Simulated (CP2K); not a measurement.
Band structure of SrMg5 (P-6m2, 6 atoms in the cell).

```
CELL_PARAMETERS angstrom
      3.52198     0.00000     0.00000
     -1.76099     3.05012     0.00000
      0.00000     0.00000    15.37719
ATOMIC_POSITIONS crystal
  Sr 0.66667 0.33333 0.00000
  Mg 0.00000 0.00000 0.80719
  Mg 0.00000 0.00000 0.19281
  Mg 0.66667 0.33333 0.65411
  Mg 0.66667 0.33333 0.34589
  Mg 0.00000 0.00000 0.50000
```

Level of theory: PBEsol, GPW, TZVP-MOLOPT-SR-GTH basis, GTH-PBE potentials (GTH_POTENTIALS) in CP2K.

Settings: CUTOFF = 500 Ry; REL_CUTOFF = 40 Ry; SMEAR/METHOD = GAUSSIAN; SIGMA = 0.136 eV; KPOINTS/SCHEME = MONKHORST-PACK 7 7 2; GAMMA_CENTERED = T; XC_FUNCTIONAL = PBE:PBESOL; Sr/BASIS_SET = TZVP-MOLOPT-SR-GTH-q10; Sr/POTENTIAL = GTH-PBE-q10; Mg/BASIS_SET = TZVP-MOLOPT-SR-GTH-q2; Mg/POTENTIAL = GTH-PBE-q2; METHOD = GPW; EPS_DEFAULT = 1e-10; EXTRAPOLATION = USE_GUESS.

The starting cell comes from a database of computed structures (which also holds hypothetical and non-ambient phases and stackings), without a prior relaxation at this level. Values carry the incompleteness of an atom-centred basis. The potentials were made for another functional than the one used.

Levels in eV from the Fermi level, bands 8 to 13:
| point | 8 | 9 | 10 | 11 | 12 | 13 |
|---|---|---|---|---|---|---|
| Γ | -3.48 | -3.24 | -0.64 | -0.48 | 2.83 | 3.33 |
| M | -1.83 | -1.54 | -0.75 | -0.66 | -0.29 | 0.63 |
| K | -0.87 | -0.55 | -0.43 | -0.19 | 0.09 | 0.34 |
| A | -4.20 | -2.17 | -1.83 | 0.28 | 2.60 | 3.33 |
| L | -1.87 | -1.22 | -1.10 | -0.80 | 0.18 | 0.69 |
| H | -0.87 | -0.73 | -0.36 | 0.03 | 0.06 | 0.35 |

Bands cross the Fermi level along this path, so the cell is metallic at this level.

Higher empty bands are left out: an atom-centred basis made for the valence describes them poorly.
